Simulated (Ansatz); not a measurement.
The reference is CuI in the zinc blende structure (space group F-43m, No. 216; a = 6.079 Å).

All numbers come from Ansatz (an electronic-structure program), PBE, PAW, cutoff 420 eV, no SOC.

Carriers are added at fixed cell with a uniform background; the Fermi–Dirac width is that of 300 K.

One change was made to it. Results:

The Fermi level relative to the doped band's edge (positive inside the band; to 0.05 eV) amounts to +0.20 eV; the valley order (the lowest conduction-band minima on the path, energy above the VBM, named in the base's zone) becomes Γ 1.21 eV; L along ⟨111⟩ 2.23 eV (base: Γ 1.10 eV; L along ⟨111⟩ 2.13 eV).

Question: Which of these changes matches the shifts?
A. electrons 1.5×10^21 cm⁻³
B. electrons 7.0×10^20 cm⁻³
C. electrons 3.0×10^21 cm⁻³
D. holes 1.5×10^21 cm⁻³

Answer: D, holes 1.5×10^21 cm⁻³. For comparison, the Fermi level from band edge in the other runs: electrons 7.0×10^20 cm⁻³ gives +0.95 eV; electrons 1.5×10^21 cm⁻³ gives +1.15 eV; electrons 3.0×10^21 cm⁻³ gives +1.35 eV.

Charged cell with a jellium background: band edges are those of the host's band count, energies are not comparable with the neutral cell, and many-body gap narrowing is missing. Spin-orbit coupling, missing from the scalar runs, can matter with I. The levels and masses belong to the bands next to the band gap. No phonon test of stability was made. All final runs are without spin polarisation.
